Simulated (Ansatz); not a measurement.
Start from ZrSe$_{2}$ in the fluorite structure (space group Fm-3m, No. 225; a = 6.5075 Å; a hypothetical phase, not in the database extracts checked). Axes: x, y, z lie along the cube axes.

Level of theory: PBEsol, PAW, 420 eV (Ansatz, an electronic-structure program; without spin-orbit coupling).

For the base:

* **Band gap**: zero

It is then changed as follows: a free-standing slab of 3 layers (9 atoms, 3 a layer) is cut normal to [111], with 15 Å of vacuum and the in-plane cell held at bulk.

Question: Estimate the effect on the change of the spacing d23 from its bulk value of 0.939 Å, excess energy per area of both faces and band gap.

Answer: The change of the spacing d23 from its bulk value of 0.939 Å amounts to -15.8 %; the excess energy per area of both faces (slab less bulk energy over the cell's area: twice a surface energy) comes out as 0.5 J/m² (uncertain by up to 0.08 J/m²); the band gap goes from zero to 0.46 eV.

The excess energy carries the mismatch between the slab's and the bulk's meshes. No phonon test of stability was made. The final runs are not spin-polarised.
